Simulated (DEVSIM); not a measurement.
# Si n-p junction from an implanted or diffused profile

System: Si n-p junction from an implanted or diffused profile, at 350 K.

| layer (left to right) | material | thickness (μm) | Na (cm⁻³) | τn (s) | τp (s) |
|---|---|---|---|---|---|
| 1 | Si | 30.0 | 3.5e15 | 3e-7 | 3e-7 |

Added donor profile: 1.1e18 cm⁻³ × exp(−(x − 0 μm)²/(2·(0.023 μm)²)). Left contact: ohmic. Right contact: ohmic. Voltage is applied to the left contact. Recombination: SRH at mid-gap, Auger. Gap narrowing is on: ΔEg = 6.92 meV × (l + √(l² + 0.5)), l = ln(N/1.3e17 cm⁻³), shared equally by both band edges. Mobility is μmin + (μ − μmin)/(1 + (N/Nref)^α).

This is a model device: material constants are rounded textbook-type values typed into the input, and sizes, dopings and lifetimes were drawn at random. Values at 300 K; Nc and Nv go as T^1.5, mobilities as T to minus their exponent, the gap by Varshni's rule with the affinity fixed.

```
parameter               Si
----------------  --------
gap (eV)             1.124
affinity (eV)         4.05
permittivity          11.7
Nc (cm⁻³)          2.86e19
Nv (cm⁻³)           3.1e19
μn (cm²/Vs)           1417
μp (cm²/Vs)            470
μn,min                  52
μp,min                  45
Nref,n              9.7e16
Nref,p              2.2e17
αn                    0.68
αp                    0.72
T exponent of μn       2.3
T exponent of μp       2.2
Cn (cm⁶/s)         2.8e-31
Cp (cm⁶/s)         9.9e-32
Varshni α (eV/K)  0.000473
Varshni β (K)          636
```

Model (solved in DEVSIM): 1D drift-diffusion, Boltzmann statistics, complete ionisation; no tunnelling, impact ionisation, image-force lowering or self-heating.

```yaml
potential_step_across_the_device_at_zero_bias: 0.709 V
Dark forward voltage at 1 A/cm²: 0.484 V
Dark forward voltage at 100 A/cm²: 0.866 V
```

Small-signal capacitance in reverse bias (quasi-static):

```json
[
 {"V (V)": "0.1", "C (nF/cm²)": "20.4"},
 {"V (V)": "0.25", "C (nF/cm²)": "18.4"},
 {"V (V)": "0.5", "C (nF/cm²)": "16.1"},
 {"V (V)": "0.75", "C (nF/cm²)": "14.5"},
 {"V (V)": "1", "C (nF/cm²)": "13.3"},
 {"V (V)": "1.5", "C (nF/cm²)": "11.6"},
 {"V (V)": "2", "C (nF/cm²)": "10.5"},
 {"V (V)": "2.5", "C (nF/cm²)": "9.58"},
 {"V (V)": "3.25", "C (nF/cm²)": "8.60"},
 {"V (V)": "4", "C (nF/cm²)": "7.87"},
 {"V (V)": "5", "C (nF/cm²)": "7.13"}
]
```

Dark reverse current:

```json
[
 {"V (V)": "0.10", "J (A/cm²)": "9.5e-7"},
 {"V (V)": "0.25", "J (A/cm²)": "1.7e-6"},
 {"V (V)": "0.50", "J (A/cm²)": "2.7e-6"},
 {"V (V)": "0.75", "J (A/cm²)": "3.5e-6"},
 {"V (V)": "1.00", "J (A/cm²)": "4.2e-6"},
 {"V (V)": "1.50", "J (A/cm²)": "5.5e-6"},
 {"V (V)": "2.00", "J (A/cm²)": "6.6e-6"},
 {"V (V)": "2.50", "J (A/cm²)": "7.5e-6"},
 {"V (V)": "3.25", "J (A/cm²)": "8.8e-6"},
 {"V (V)": "4.00", "J (A/cm²)": "1.0e-5"},
 {"V (V)": "5.00", "J (A/cm²)": "1.1e-5"}
]
```
